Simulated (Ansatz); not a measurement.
TiGe (model structure, started from the CoSn type, P6/mmm, No. 191, 6 atoms in the cell)

The numbers are results of PBE-D3(BJ) in Ansatz (plane waves, PAW), not measurements.

Numerical settings: plane-wave cutoff 500 eV, 12×12×10 k mesh (along the axes of the cell as run), Fermi–Dirac smearing 0.05 eV, no spin polarisation, scalar-relativistic PAW data made under PBE.

Cell (relaxed at this level):

```
CELL_PARAMETERS angstrom
      5.42961     0.00000     0.00000
     -2.71481     4.70218     0.00000
      0.00000     0.00000     4.30767
ATOMIC_POSITIONS crystal
  Ti 0.50000 0.00000 0.00000
  Ti 0.50000 0.50000 0.00000
  Ti 0.00000 0.50000 0.00000
  Ge 0.00000 0.00000 0.00000
  Ge 0.33333 0.66667 0.50000
  Ge 0.66667 0.33333 0.50000
```

```yaml
band_gap: none
```

Note: the relaxation could raise the start's symmetry but not lower it, so the cell can be a saddle point.

Spin–orbit coupling is not included.

The computed numbers hold no vibrational or temperature effects.

The result took roughly 3 core-minutes.

A model structure was made by putting elements into a prototype or built by hand; it is no filed structure, need not be a known phase, and can be a saddle point held by its symmetry.

Ansatz is a first-principles code.
